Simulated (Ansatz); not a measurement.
Start from ZrSi₂ (space group Cmcm, No. 63; a = 3.705 Å, b = 14.795 Å, c = 3.679 Å).

The values are results of PBE (Ansatz, a first-principles code), spin-orbit coupling left out, earlier PAW set, not measurements.

Base values:

The volume per atom is 16.80 Å³ and the band gap is zero.

Modification: a hydrostatic pressure of 22.5 GPa.

**Question.** Estimate the effect on the volume per atom.

**Answer.** The volume per atom falls by 2.17 Å³ (16.80 Å³ → 14.63 Å³).

**Question.** What does the calculation give for the band gap after the change?

**Answer.** The band gap is still zero.

Load acts through the strain it causes; cell and atoms are relaxed under it. Whether these cells are dynamically stable was not tested. Competing high-pressure phases were not computed. All final runs are without spin polarisation.
